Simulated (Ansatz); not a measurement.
Consider MgS in the rock salt structure (space group Fm-3m, No. 225).

```
MgS
1.0
    0.00000     2.60152     2.60152
    2.60152     0.00000     2.60152
    2.60152     2.60152     0.00000
Mg S
1 1
Direct
  0.00000   0.00000   0.00000
  0.50000   0.50000   0.50000
```

Cartesian axes are those of the cell as printed.

Method: DFT with r2SCAN, PAW potentials and a 500 eV plane-wave cutoff in Ansatz (a quantum-chemistry and plane-wave program), scalar-relativistic without spin-orbit coupling.

For the base:

| Property | Result |
|---|---|
| Band gap | 3.46 eV |

The change: biaxial strain +1.25 %, plane normal [111], relaxed out of plane (Cartesian); in-plane vectors clamped, the third vector and the atoms free.

Q: Predict the new out-of-plane strain and band gap.

A: The out-of-plane strain amounts to -0.61 %; the band gap decreases by 0.16 eV, from 3.46 eV to 3.30 eV.

Whether these cells are dynamically stable was not tested.
